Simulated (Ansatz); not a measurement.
Effect of uniaxial strain ε_zz = +1.50 % on TiB2

The parent structure is TiB$_{2}$ (space group P6/mmm, No. 191; a = 3.017 Å, c = 3.185 Å). Axes: x lies along a and z along c of the hexagonal cell.

Perturbation: uniaxial strain ε_zz = +1.50 %, all other strain components held at zero; the atoms relax in the strained cell.

Calculations: PBEsol (Ansatz, a program for electronic structure), no spin-orbit coupling. Settings: 13×13×10 k-points, 0.05 eV Fermi–Dirac smearing.

```tsv
quantity	base	changed	shift
space group	P6/mmm (No. 191)	P6/mmm (No. 191)	–
shortest interatomic distance	1.742 Å	1.742 Å	0.000 Å
energy relative to the base (free energy F)	0 meV/atom	+2.7 meV/atom	+2.7 meV/atom
pressure (mean of the normal stresses, compression positive)	0.0 GPa	-3.3 GPa	-3.3 GPa
band gap	zero	zero	–
stress (xx, yy, zz, yz, xz, xy; compression positive) (rough)	–	(-1.6, -1.6, -6.8, 0.0, 0.0, 0.0) GPa	–
```

The mesh was chosen for an insulator and is coarse for the gapless case. Without a gap, meshes like the base's 13×13×10 leave anisotropic stresses uncertain by several tenths of a GPa, and small strain energies with them. Stability against distortions was not tested. The final runs are not spin-polarised.
